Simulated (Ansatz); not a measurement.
For P (model structure, Fd-3m, No. 227, 2 atoms in the cell), PBE-D3(BJ) (PAW; Ansatz, an electronic-structure program) gives:

| Item | Value |
|---|---|
| equilibrium lattice constant a | 5.359 Å |
| cohesive energy | 3.28 eV/atom |

Task: What does r²SCAN+rVV10 (PAW; Ansatz) give for the same quantities?

Result: 
- lattice constant a: 5.401 Å (goes up by 0.8 %)
- cohesive energy: 2.89 eV/atom (drops by 0.39 eV/atom)

Changes are worked out from the printed values.

Unless a cell is named, each level is at its own relaxed cell (PBE-D3(BJ) 19.24, r²SCAN+rVV10 19.69 Å³/atom).

Ansatz's density-functional and Hartree–Fock values are scalar-relativistic unless marked +SOC, with PAW data made under PBE.

A model structure was made by putting elements into a prototype or built by hand; it is no filed structure, need not be a known phase, and can be a saddle point held by its symmetry.
